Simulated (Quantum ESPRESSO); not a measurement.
Equation of state of rutile-structure SiO2 (space group 136): energy against volume (Quantum ESPRESSO, PBE)

```xyz
6
Lattice="4.1057 0.0000 0.0000 0.0000 4.1057 0.0000 0.0000 0.0000 2.6225" Properties=species:S:1:pos:R:3 pbc="T T T"
Si     0.0000     0.0000     0.0000
Si     2.0528     2.0528     1.3113
O      1.2563     1.2563     0.0000
O      3.3092     0.7965     1.3113
O      0.7965     3.3092     1.3113
O      2.8493     2.8493     0.0000
```

Level of theory: PBE, PSlibrary PAW (PBE) pseudopotentials (plane waves; Quantum ESPRESSO). Settings: ecutwfc = 72 Ry; ecutrho = 432 Ry; occupations = smearing; smearing = fd; degauss = 0.000734986 Ry; potentials = {Si: Si.pbe-n-kjpaw_psl.1.0.0.UPF, O: O.pbe-n-kjpaw_psl.0.1.UPF}; K_POINTS = automatic 8 8 12 0 0 0; conv_thr = 1e-10 Ry; mixing_beta = 0.5. The cell above is the first row's. The rows scale it uniformly. In all rows fractional positions and the k mesh are held. E is the free energy at the stated smearing, counted from the lowest row.

```csv
V (Å^3/atom),E (meV/atom)
7.3678,59.05
7.5280,32.63
7.6881,14.52
7.8483,3.89
8.0085,0.00
8.1686,2.19
8.3288,9.85
8.4890,22.43
8.6491,?
```

The 8 complete rows are fitted with the third-order Birch-Murnaghan form, a cubic in V^(-2/3), E against V. With u = V^(-2/3) - 0.252, the rows have u = 0.012104, 0.008344, 0.004717, 0.001211, -0.002177, -0.005452, -0.008624, -0.011695. Least squares gives E = 1.783 + 1410.44·u + 272955·u² + 117323·u³. Residuals (row less fit): -0.003, 0.006, -0.002, -0.002, -0.005, 0.002, 0.005, -0.003; standard error 0.005 (degrees of freedom: 4). Its minimum lies at u = -0.002588, so V0 = (0.249412)^(-3/2) = 8.028. There d²E/du² = 544100 and d³E/du³ = 703900, so B0 = (4/9) × 8.028^(-7/3) × 544100 × 0.160218 = 300 GPa (the last factor turns the table's units into GPa), and B0' = 4 + (2/3) × 0.249412 × (703900)/544100 = 4.2. The program's pressures in the fitted runs (not shown) pass through zero at V = 8.02, 0.13 % from this V0.

Question: What does the fit predict for E at V = 8.6491, and how far is the calculated value from it?

Answer: u = -0.014670, so E = 1.783 + 1410.44 × (-0.014670) + 272955 × (-0.014670)² + 117323 × (-0.014670)³ = 39.464 meV/atom. The calculation gives 39.44 meV/atom, 0.024 meV/atom below the prediction (under 0.05 % of the range of E in the table). The row lies outside the fitted rows, so this is an extrapolation. From the scatter of the fitted rows alone, a prediction at this place has a standard error of 0.013 meV/atom, so the miss is 1.8 times that.

Carrying the step between the two nearest rows on in a straight line would have given 35.00, off by 4.44; series whose last step already gives the withheld value aren't shown. The scan was laid around a cell of about the measured size, scaled by a guess for this functional; axis ratios and inner coordinates come from that cell. This is stishovite, a high-pressure phase. The runs keep the symmetry of the cell, so they don't test it for distortions. The shape of the cell and the inner coordinates aren't relaxed, so V0 and B0 belong to this uniform scaling; a relaxed crystal lies no higher in energy and is usually softer (forces reach 0.54 eV/Å in these rows). Cutoffs and mesh are single choices, not tested for convergence of this quantity. Series with a scatter that would blur these digits, or in which a gap closes, are not shown. Nor are scans whose minimum lies at an end fitted in this form.
